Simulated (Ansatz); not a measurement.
Response to strain in hypothetical I4/mmm Ge

Start from Ge (space group I4/mmm, No. 139; a = 7.0514 Å, c = 4.0729 Å; a hypothetical phase, not in the database extracts checked). Axes: x, y, z lie along a, b, c of the conventional cell.

Strains are applied to the cell and any free atomic positions relax; under biaxial strain the out-of-plane vector relaxes too; under stress the whole cell relaxes.

The values are results of PBE, PAW, 420 eV (Ansatz, a program for electronic structure; spin-orbit coupling left out), not measurements.

Notes on the quantities. pressure: mean of the normal stresses, compression positive.

| case | pressure | space group | shortest interatomic distance |
|---|---|---|---|
| base | 0.0 GPa | I4/mmm (No. 139) | 2.486 Å |
| biaxial strain −4.77 %, plane normal [001], relaxed out of plane | 3.5 GPa | I4/mmm (No. 139) | 2.459 Å |
| biaxial strain −0.75 %, plane normal [001], relaxed out of plane | 0.6 GPa | I4/mmm (No. 139) | 2.480 Å |
| isotropic strain −0.74 % | 1.3 GPa | I4/mmm (No. 139) | 2.466 Å |
| uniaxial stress, 8 GPa compression along x | – | Immm (No. 71) | 2.454 Å |
| tensor shear ε_xz = −2.03 % | 0.0 GPa | C2/m (No. 12) | 2.474 Å |
| tensor shear ε_xz = −3.86 % | 0.1 GPa | C2/m (No. 12) | 2.465 Å |

A biaxial case was relaxed in a doubled cell and then solved in the primitive one. A case with no gap was solved on a k-mesh chosen for an insulator, which is coarse for it. Without a gap, meshes like the base's 9×9×9 leave anisotropic stresses uncertain by several tenths of a GPa, and small strain energies with them. Stability under load was not tested beyond the relaxation.
